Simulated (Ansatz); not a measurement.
Consider BN (space group Fmm2, No. 42; a = 2.5020 Å, b = 6.5860 Å, c = 4.3266 Å; a cell from a computed database, its experimental status unchecked; layered, stacked along the Cartesian y axis).

Levels (all Ansatz, a program for electronic structure, PAW): r2SCAN+rVV10 (500 eV, no SOC); HSE06 (420 eV, scalar-relativistic without spin-orbit coupling).

Its gap is 3.89 eV with r2SCAN+rVV10 and 4.68 eV with HSE06.

The change: a free-standing slab of 3 layers (6 atoms, 2 a layer) is cut normal to the stacking axis, with 15 Å of vacuum and the in-plane cell relaxed.

With r2SCAN+rVV10 the gap becomes 4.34 eV.

If the HSE06 correction stayed the same, what would the HSE06 gap be, and what does the HSE06 run give?

A rigid correction of +0.79 eV gives 5.13 eV. The HSE06 run gives 5.12 eV, so the two effects roughly add.

Single points use the geometry relaxed with r2SCAN+rVV10. HSE06 gaps are upper bounds (no full band path). Whether these cells are dynamically stable was not tested.
